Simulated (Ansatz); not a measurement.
We consider C11b WSi₂, described by BLYP (plane waves, PAW; Ansatz, a program for electronic structure).

Input:

Ansatz 0.2 input:
```yaml
crystal:
  lattice:
    - [-1.6204336363, 1.6204336363, 3.919794609]
    - [1.6204336363, -1.6204336363, 3.919794609]
    - [1.6204336363, 1.6204336363, -3.919794609]
  atoms:
    - { symbol: Si, position: [0.6640366023, 0.6640366023, 0.0] }
    - { symbol: Si, position: [0.3359633977, 0.3359633977, 0.0] }
    - { symbol: W, position: [0.0, 0.0, 0.0] }
basis:
  ecutwfc: 520
  ecutrho_ratio: 4
  xc_grid: 2
kpoints:
  mp_grid: { grid: [24, 24, 24] }
hamiltonian:
  xc: blyp
  dispersion: none
  pseudopotentials: { kind: paw }
scf:
  occupations: { method: fermi_dirac, width: 0.05 }
output:
  forces: true
  stress: true
  eigenvalues: true
relax:
  f_tol: 0.004
  escape_saddle: false
  max_steps: 80
  cell: { stress_tol: 0.02, fix: [volume] }
```

From the output:

```
Relaxation: its limit of steps is 80 (relax.max_steps)
Crystal: 3 atoms, lattice volume = 41.170 Å³
Basis set: ecut = 520 eV, 1083 PW (Γ), exchange–correlation on 72×72×72 points (8 copies of the dense FFT grid, shifted against one another)
Bands: 15, of which v1, the nominal top of the filled ones, is band 11 counted from 1 (10 counted from 0)
Symmetry: 16 space group operations
Space group: I4/mmm (ITA 139), of the structure as read, at distance tolerance 3.5e-5 Å
k-points: 1063 of 13824
Functional: x = b88, c = lyp
SCF iter   1: F=—  HF=-11687.766234 eV  |F-HF|=—  |Δ(HF+E_count)|=         —  Δρ=8.46e-3  dr2=2.78e-2
SCF iter   2: F=—  HF=-11687.762293 eV  |F-HF|=—  |Δ(HF+E_count)|=   3.94e-3  Δρ=5.08e-3  dr2=9.41e-3
  ...
SCF 1 converged in 6 iterations: F = -11687.760596 eV  dr2 = 7.58e-9
Crystal: 3 atoms, lattice volume = 41.170 Å³
Initial density: handed on by an earlier stage of this run
SCF 2 converged in 4 iterations: F = -11687.761572 eV  dr2 = 9.49e-8
Crystal: 3 atoms, lattice volume = 41.170 Å³
SCF 3 converged in 4 iterations: F = -11687.761627 eV  dr2 = 2.05e-8
Crystal: 3 atoms, lattice volume = 41.170 Å³
SCF 4 converged in 4 iterations: F = -11687.761630 eV  dr2 = 4.21e-10
Crystal: 3 atoms, lattice volume = 41.170 Å³
SCF iter   3: F=—  HF=-11687.761630 eV  |F-HF|=—  |Δ(HF+E_count)|=  4.37e-11  Δρ=1.35e-7  dr2=7.91e-12
SCF iter   4: F=-11687.761630 eV  HF=-11687.761630 eV  |F-HF|=1.82e-12  |Δ(HF+E_count)|=  5.46e-12  Δρ=4.52e-8  dr2=5.22e-13
SCF 5 converged in 4 iterations: F = -11687.761630 eV  dr2 = 5.22e-13
SCF converged after 4 iterations
Free energy (F): -11687.761630 eV
Internal energy: -11687.759578 eV  (E = F + TS)
E sigma→0 (E₀):  -11687.760604 eV
Fermi energy:    16.833255 eV
--- Forces (eV/Å), atoms counted from 1 ---
  atom   1  Si    -0.00000000     0.00000000    -0.00005625
  atom   2  Si     0.00000000     0.00000000     0.00005625
  atom   3  W     -0.00000000    -0.00000000     0.00000000
--- Stress (GPa, compression-positive) ---
        8.175195       0.000000       0.000000
        0.000000       8.175195       0.000000
        0.000000       0.000000       8.175524
  P = ⅓ Tr σ = 8.1753 GPa (81.753 kbar)
```

The cell is one volume of an energy–volume scan, off the minimum.

The PAW data were made under PBE.

Computing time: about 4 core-minutes (a rough figure).
